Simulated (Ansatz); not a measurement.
Base system: Ag in the fcc (Cu type) structure (space group Fm-3m, No. 225; a = 4.104 Å; relaxed with 0.1 eV smearing). Axes: x, y, z lie along the cube axes.

All numbers come from Ansatz (a program for electronic structure), r2SCAN, PAW, cutoff 500 eV, no SOC.

Before the change:

```
Property                         Value
-----------------------------  -------
Shortest interatomic distance  2.902 Å
```

Modification: a pure shear with ε_xy = ε_yx = 0.0171, atoms relaxed at fixed cell.

### Question
What does the calculation give for the energy relative to the base, shortest interatomic distance and stress after the change?

### Answer
The energy increases by 2.9 meV/atom; the shortest interatomic distance drops by 0.0496 Å (2.902 Å → 2.853 Å); the stress (xx, yy, zz, yz, xz, xy; compression positive) amounts to (0.3, 0.3, -0.1, 0.0, 0.0, -1.6) GPa.

The cells carry an imposed strain or load. Whether these cells are dynamically stable was not tested.
